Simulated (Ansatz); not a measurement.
Take MoTe2 (space group P6_3/mmc, No. 194; layered, stacked along the Cartesian z axis) as the base.

```
MoTe2
1.0
    3.43402     0.00000     0.00000
   -1.71701     2.97395     0.00000
    0.00000     0.00000    13.32941
Te Mo
4 2
Cartesian
  1.71701   0.99132   5.14791
  0.00000   1.98263  11.81262
  0.00000   1.98263   8.18149
  1.71701   0.99132   1.51679
  1.71701   0.99132   9.99706
  0.00000   1.98263   3.33235
```

Cartesian axes are those of the cell as printed.

Level of theory: PBEsol-D3(BJ), PAW, 420 eV (Ansatz, an electronic-structure program; no spin-orbit coupling).

One thing is altered: the cell is stretched by 0.60 % along x with no lateral relaxation; the atoms relax in the strained cell.

### Question
Predict the new stress and energy relative to the base.

### Answer
The stress (xx, yy, zz, yz, xz, xy; compression positive) amounts to (-0.91, -0.20, -0.15, 0.00, 0.00, 0.00) GPa; the energy increases by 0.4 meV/atom.

Whether these cells are dynamically stable was not tested.
